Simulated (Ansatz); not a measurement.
Slab thickness and the (100) surface of fcc Cu: the same face, mesh and vacuum, all atoms relaxed.

All values below come from PBE (plane waves to 420 eV, PAW; Ansatz, a first-principles code).

```
atoms  thickness (Å)  γ (J/m²)  work function, top face (eV)                              rough cost
-----  -------------  --------  ----------------------------  --------------------------------------
4                5.4      1.49                             ?  about 80 core-seconds (a rough figure)
5                7.2      1.47                             ?         around 100 core-seconds (rough)
6                9.0      1.48                          4.53           very roughly 2.2 core-minutes
7               10.8      1.48                          4.54         around 2.2 core-minutes (rough)
8               12.6      1.48                          4.54   about 3 core-minutes (a rough figure)
9               14.4      1.47                          4.54           around 4 core-minutes (rough)
11              18.1      1.49                          4.53           around 6 core-minutes (rough)
```

Task: Some entries are withheld; supply them.

Result: 
- 4, work function, top face (eV): 4.52
- 5, work function, top face (eV): 4.49
